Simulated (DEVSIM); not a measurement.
Device: TaN/SiO2/n-InP capacitor, at 400 K.

Layer 1 from the left is SiO2, thickness (nm) 8.10. Layer 2 from the left is InP, thickness (nm) 1100, Nd (cm⁻³) 3.5e17.

Metal gate on the left, work function 4.4 eV. Fixed charge at the semiconductor interface -5.8e10 cm⁻² (in units of +e); no interface traps.

This is a model device: material constants are rounded textbook-type values typed into the input, and sizes, dopings and lifetimes were drawn at random. Values at 300 K; Nc and Nv go as T^1.5, mobilities as T to minus their exponent, the gap by Varshni's rule with the affinity fixed.

SiO2: gap (eV) 9, affinity (eV) 0.9, permittivity 3.9. InP: gap (eV) 1.344, affinity (eV) 4.38, permittivity 12.5, Nc (cm⁻³) 5.7e17, Nv (cm⁻³) 1.1e19, Varshni α (eV/K) 0.000363, Varshni β (K) 162.

DEVSIM, 1D Poisson equation in equilibrium, Boltzmann statistics, complete ionisation; no quantum confinement or tunnelling. Metal contacts follow the ideal Schottky-Mott rule: no Fermi-level pinning, no interface dipoles.

**Question.** What does the simulation give for the minimum of the low-frequency capacitance?

**Answer.** minimum of the low-frequency capacitance 0.128 μF/cm².
